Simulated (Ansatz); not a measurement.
The starting structures come from a database of crystals and need not be the phases stable at ambient conditions.

 Where the default PAW files enter, the runs use the earlier of Ansatz's two default sets.

Evanescent states of Na$_{2}$WO$_{4}$ (Fd-3m, spinel, not sure to be the ambient phase, 14 atoms a cell, 13.3 Å³ an atom, -2 GPa at this level) along the normal of (111)

Calculation: r2SCAN (plane waves, PAW; Ansatz, a program for electronic structure).

The gap is the functional's own, uncorrected, and κ follows it; spin-orbit coupling is left out. Mid-gap values are interpolated between the computed energies.

Energies count from the valence-band top; κ is the least over a 6×6 mesh across the current.

```
E (eV)  κ (1/Å)  where
------  -------  -----
0.13      0.243      Γ
0.39      0.332      Γ
0.65      0.391      Γ
0.91      0.431      Γ
1.17      0.461      Γ
1.43      0.482      Γ
1.69      0.495      Γ
1.95      0.503      Γ
2.21      0.507      Γ
2.47      0.505      Γ
2.73      0.501      Γ
2.99      0.492      Γ
3.25      0.481      Γ
3.51      0.466      Γ
3.77      0.448      Γ
4.03      0.426      Γ
4.29      0.401      Γ
4.55      0.372      Γ
4.81      0.337      Γ
5.07      0.294      Γ
5.33      0.241      Γ
5.59      0.149  off Γ
```

Question: How thick must the barrier be to attenuate the transmission by 10^4 when the electrodes' Fermi level lies at 3.25 eV, and what attenuation does that film give at 4.81 eV?

Answer: d = 4 ln 10 / (2 × 0.481) = 9.6 Å. At 4.81 eV it gives 4 × 0.337/0.481 = 2.8 decades.
